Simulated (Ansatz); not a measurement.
System: A15 V₃Sn. Method: r²SCAN (Ansatz, a program for electronic structure, PAW).

Run with plane-wave cutoff 500 eV, 12×12×12 k mesh, Fermi–Dirac smearing 0.1 eV, no spin polarisation, scalar-relativistic PAW data made under PBE.

Computed at the level's own relaxed cell.

What does this level give for the equilibrium volume per atom and lattice constant a?


- equilibrium volume per atom = 15.03 Å³/atom
- lattice constant a = 4.935 Å

The run finds no gap.

Spin–orbit coupling is not included.

Static lattice: no zero-point or thermal effects.
